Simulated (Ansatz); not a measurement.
The reference is CuI in the zinc blende structure (space group F-43m, No. 216; a = 6.023 Å). Axes: x, y, z lie along the cube axes.

The values are results of r2SCAN in Ansatz (plane waves to 500 eV, PAW, no spin-orbit coupling), not measurements.

Free-standing slabs (2 atom(s) a layer) normal to [110] with 15 Å of vacuum; in-plane cell held at bulk.

One change was made to it. Results:

| quantity | base | after |
|---|---|---|
| band gap | 1.67 eV | 1.93 eV |
| gap character | – | direct at Γ |

Question: What was done to the base?
A) 1 layer
B) 7 layers
C) 4 layers
D) 3 layers

Answer: B, 7 layers. For comparison, the band gap in the other runs: 4 layers gives 2.13 eV; 3 layers gives 1.23 eV; 1 layer gives 2.72 eV.

With I present, leaving out spin-orbit coupling can change the band edges. Whether these cells are dynamically stable was not tested. All final runs are without spin polarisation. k-point labels follow each cell's own Brillouin zone.

Ansatz is an electronic-structure program.
